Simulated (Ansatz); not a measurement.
Consider GaCuSe2 in the chalcopyrite structure (space group I-42d, No. 122).

```yaml
crystal:
  lattice:
    - [-2.78502, 2.78502, 5.53739]
    - [2.78502, -2.78502, 5.53739]
    - [2.78502, 2.78502, -5.53739]
  atoms:
    - { symbol: Ga, position: [0.50000, 0.50000, 0.00000] }
    - { symbol: Ga, position: [0.25000, 0.75000, 0.50000] }
    - { symbol: Cu, position: [0.00000, 0.00000, 0.00000] }
    - { symbol: Cu, position: [0.75000, 0.25000, 0.50000] }
    - { symbol: Se, position: [0.87500, 0.88320, 0.50820] }
    - { symbol: Se, position: [0.11680, 0.62500, 0.99180] }
    - { symbol: Se, position: [0.37500, 0.36680, 0.49180] }
    - { symbol: Se, position: [0.63320, 0.12500, 0.00820] }
```

Cartesian axes are those of the cell as printed.

Computed with plane-wave PAW DFT at the PBEsol level (Ansatz, a program for electronic structure, 420 eV), no spin-orbit coupling.

Before the change:

The shortest interatomic distance comes out as 2.381 Å.

It is then changed as follows: compressive biaxial strain of 1.50 % in the plane normal to [001], as in epitaxy on a mismatched substrate; the out-of-plane cell vector and the atoms relax.

What does the calculation give for the energy relative to the base and shortest interatomic distance after the change?

The energy goes up by 2.6 meV/atom; the shortest interatomic distance decreases by 0.011 Å (2.381 Å → 2.370 Å).

Whether these cells are dynamically stable was not tested. All final runs are without spin polarisation.
